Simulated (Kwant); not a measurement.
System: wire with on-site disorder in a CdTe two-dimensional gas. Effective mass 0.096 mₑ, grid spacing 9.4 nm, hard walls, nominal width 150 nm (15 grid rows, so walls 150.4 nm apart), one parabolic valley, scattering region 300 nm long along x; energies count from the band bottom; Fermi energy swept from 8.7044e-05 to 0.002171 eV. On-site energies in the scattering region are random, uniform within ±W/2, W = 0.007 eV, averaged over 12 samples.

Constants are typed, rounded textbook-type inputs, not results; the design itself was drawn at random and stands for no fabricated device.

Model: effective-mass tight-binding model on a square grid, one spin, coherent transport at 0 K (Kwant). Conductance is in e²/h.

Task: How many channels do the leads carry at E = 0.993, 1.08, 2.08 meV?

Result: The hard-wall thresholds are n² ħ²π²/(2mW²) = n² × 0.173 meV with W = 150.4 nm. √(0.993/0.173) = 2.39, so 2. √(1.08/0.173) = 2.50, so 2. √(2.08/0.173) = 3.47, so 3.
